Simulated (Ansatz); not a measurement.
I on the 1x1 (111) surface of fcc Rh, one in a 2x2 cell, energies for each (25.4 Å²). Energies are against ½ I2(g), without zero-point or thermal terms; each row is named by its start.

Level of theory: PBE (plane waves to 420 eV, PAW; Ansatz, a first-principles code).

Slab: 17 atoms, 6.5 Å thick at the start under the adsorbate (thin: gaps and levels are the slab's own); k 6x6x1, smearing 0.1 eV, dipole-corrected; 8 atoms held, the rest relaxed; each run with such symmetry as its start has; no spin, no spin-orbit, no U, no dispersion correction.

A negative adsorption energy means that the adsorbate is more stable on the surface than in its reference. Starts that drift may end in the same place. Heights count from the host atoms within 0.3 Å of the top one.

| starting site | E_ads (eV) | height (Å) | nearest host atom (Å) | bonded to | Δ work function (eV) | lateral drift (Å) |
|---|---|---|---|---|---|---|
| top Rh | ___ | 2.55 | Rh 2.55 | Rh | 0.02 | 0.0 |
| hollow Rh-Rh-Rh over Rh at depth 2.2 Å | -1.96 | 2.18 | Rh 2.68 | 3 Rh | -0.89 | 0.0 |
| hollow Rh-Rh-Rh over Rh at depth 4.4 Å | -1.97 | 2.17 | Rh 2.69 | 3 Rh | -0.89 | 0.0 |
| bridge Rh-Rh (span 2.7 Å) | -1.97 | 2.17 | Rh 2.69 | 3 Rh | -0.89 | 0.8 |

Fill in the missing entries.


- top Rh, E_ads (eV): -1.37
